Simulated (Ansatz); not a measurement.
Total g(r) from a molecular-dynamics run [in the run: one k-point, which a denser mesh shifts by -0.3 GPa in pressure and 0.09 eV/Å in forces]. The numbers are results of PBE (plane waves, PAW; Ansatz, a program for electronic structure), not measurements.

```
r (Å) | g(r)
     1.02 |  0.00
     1.14 |  0.00
     1.26 |  0.00
     1.38 |  0.00
     1.50 |  0.00
     1.62 |  0.00
     1.74 |  0.00
     1.86 |  0.00
     1.98 |  0.02
     2.10 | ################## 4.10
     2.22 | ################### 4.34
     2.34 |  0.09
     2.46 |  0.00
     2.58 |  0.00
     2.70 |  0.00
     2.82 |  0.00
     2.94 | ### 0.76
     3.06 | ############################## 7.02
     3.18 | #### 0.99
     3.30 |  0.00
     3.42 |  0.00
     3.54 |  0.01
     3.66 | #### 1.02
     3.78 | ########### 2.64
     3.90 | # 0.16
     4.02 |  0.00
     4.14 |  0.00
     4.26 | #### 0.84
```

Q: Which system gave this curve?
A) NiSi2 (fluorite type), crystal, 1184 K
B) SiGe, liquid, 1954 K
C) WSi2 (C11b type), crystal, 1266 K
D) TiC (rock salt; ideal stoichiometry), crystal, 293 K, 2.1 GPa

A: D, TiC (rock salt; ideal stoichiometry), crystal, 293 K, 2.1 GPa
